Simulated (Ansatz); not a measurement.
**Effect of pressure 22.5 GPa on TiO2**

The reference is TiO2 in the rutile structure (space group P4_2/mnm, No. 136; a = 4.591 Å, c = 2.939 Å).

One thing is altered: cell and atoms relaxed at a pressure of 22.5 GPa.

Computed with plane-wave PAW DFT at the PBEsol level (Ansatz, a quantum-chemistry and plane-wave program, 420 eV), spin-orbit coupling left out. Γ-centred 7×7×11 mesh, Fermi–Dirac width 0.05 eV.

```csv
quantity,base,changed,shift
volume per atom,10.33 Å³,9.51 Å³,-0.82 Å³
density,4.28 g/cm³,4.65 g/cm³,+0.37 g/cm³
lattice parameter a,459.1 pm,444.4 pm,-14.75 pm
c/a ratio,0.640,0.650,+0.010
shortest interatomic distance,194.2 pm,189.9 pm,-4.3 pm
enthalpy H = E + PV relative to the base's energy,–,+1.39 eV/atom,–
band gap,1.87 eV,1.96 eV,+0.09 eV
gap character,direct at Γ,direct at Γ,–
mean gap deformation potential ΔEg/Δln V,–,-1.1 eV,–
width of the top valence band,1.65 eV,1.80 eV,+0.15 eV
electron mass,"0.54 mₑ along c, 1.1 mₑ across (at Γ)","0.50 mₑ along c, 1.0 mₑ across (at Γ)",–
hole mass,–,"2.5 mₑ along c, 1.9 mₑ across (at Γ)",–
"valence-band top at Γ (three highest levels, from the VBM)","0.00, -0.45, -0.45 eV","0.00, -0.50, -0.50 eV",–
```

Final structure:

```yaml
crystal:
  lattice:
    - [4.44368, 0.00000, 0.00000]
    - [0.00000, 4.44368, 0.00000]
    - [0.00000, 0.00000, 2.88977]
  atoms:
    - { symbol: Ti, position: [0.00000, 0.00000, 0.00000] }
    - { symbol: Ti, position: [0.50000, 0.50000, 0.50000] }
    - { symbol: O, position: [0.30226, 0.30226, 0.00000] }
    - { symbol: O, position: [0.80226, 0.19774, 0.50000] }
    - { symbol: O, position: [0.19774, 0.80226, 0.50000] }
    - { symbol: O, position: [0.69774, 0.69774, 0.00000] }
```

Cost of the whole job for the changed cell (relaxation, final SCF and bands): around 60 core-seconds (rough).

Load acts through the strain it causes; cell and atoms are relaxed under it. Masses are band curvatures over ±0.01 Å⁻¹ around the edge. Whether these cells are dynamically stable was not tested. No other phases were tried under pressure. All final runs are without spin polarisation.
